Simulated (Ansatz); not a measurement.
The reference is Si in the diamond structure (space group Fd-3m, No. 227).

```
Si
1.0
    0.00000     2.71688     2.71688
    2.71688     0.00000     2.71688
    2.71688     2.71688     0.00000
Si
2
Direct
  0.00000   0.00000   0.00000
  0.25000   0.25000   0.25000
```

Cartesian axes are those of the cell as printed.

Computed with PBEsol, PAW, 420 eV (Ansatz, a program for electronic structure; no spin-orbit coupling).

It is then changed as follows: uniaxial strain ε_zz = −2.50 %, all other strain components held at zero, atoms relaxed at fixed cell.

**Question.** Predict the stress tensor and what it implies for the stiffness.

**Answer.** Stress of the strained cell less that of the base (GPa, compression positive):
```
   1.73    0.00    0.00
   0.00    1.73    0.00
   0.00    0.00    3.98
```

Then −Δσ_ii/ε with ε = -0.0250 gives secant stiffness values (nonlinear terms included at this strain): C33 ≈ 159 GPa, C13 ≈ 69 GPa and C23 ≈ 69 GPa.

As a check, the harmonic strain energy −½ V₀ Δσ:ε is 6.2 meV/atom; the computed energy rise is 6.2 meV/atom.

Stability against distortions was not tested.
